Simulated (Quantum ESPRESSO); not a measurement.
Predicting one run from its neighbours: the pressure against the volume, SiO2 (P3_121, 9 atoms in the cell)

```xyz
9
Lattice="4.9617 0.0000 0.0000 -2.4808 4.2969 0.0000 0.0000 0.0000 5.4829" Properties=species:S:1:pos:R:3 pbc="T T T"
Si     1.3175     2.2821     0.0000
Si     2.3266     0.0000     1.8276
Si    -1.1633     2.0149     3.6553
O      0.3102     1.7763     4.3035
O      0.7874     3.6774     0.6482
O     -1.0976     3.1401     2.4758
O      1.3832     1.1568     1.1794
O      2.7911     2.5206     4.8347
O      3.2682     0.6195     3.0071
```

Level of theory: PBE, GBRV 1.5 ultrasoft (PBE) pseudopotentials (plane waves; Quantum ESPRESSO).

Base settings: ecutwfc = 40 Ry; ecutrho = 200 Ry; occupations = fixed; potentials = {Si: si_pbe_v1.uspp.F.UPF, O: o_pbe_v1.2.uspp.F.UPF}; K_POINTS = automatic 5 5 4 0 0 0; nbnd = 32; conv_thr = 1e-10 Ry.

The starting cell comes from a database of computed structures (which also holds hypothetical and non-ambient phases and stackings), without a prior relaxation at this level. Its lattice was rescaled by a random factor within 2.5 % of one.

Murnaghan's equation with B′ set to 4 (a common value, assumed and not fitted) makes the pressure a straight line in x = (V₁/V)⁴, here with V₁ = 12.988 Å³/atom: P = a + b·x. The rows are the cell shown with its lattice scaled (for instance lattice scaled by 0.97, lattice scaled by 0.985, lattice scaled by 1.015, lattice scaled by 1.03); fractional positions and shape were held. Pulay stress at this cutoff, if any, shifts all pressures roughly alike and V₀ with them.

| volume (Å³/atom) | (V₁/V)⁴ | pressure (GPa) |
|---|---|---|
| 14.193 | 0.7012 | -13.25 |
| 13.582 | 0.8362 | -7.20 |
| 12.988 | 1.0000 | 0.28 |
| 12.413 | 1.1986 | ? |
| 11.854 | 1.4412 | 20.48 |

**Question.** Fit the line to the 4 rows given and predict the withheld one.

**Answer.** Means: x̄ = 0.99465, ȳ = 0.077500. Σ(x − x̄)(y − ȳ) = 14.18 and Σ(x − x̄)² = 0.3107, so b = 45.63 and a = ȳ − b·x̄ = -45.308; P = 0 at x₀ = −a/b = 0.9929, so V₀ = V₁·x₀^(−1/4) = 13.01 Å³/atom and B₀ = 4·b·x₀ = 181 GPa (for B′ = 4 and held positions). The largest residual of the fitted rows is 0.062. At x = 1.1986 the line gives 9.38 GPa. The run gave 9.41 GPa, a miss of 0.03 GPa. The rows were chosen because the form fits them, the withheld one included, so this shows the method and is no test of the form.

Left out of this page: 5 runs of the series outside the window shown, repeating another row's setting, or not comparable.
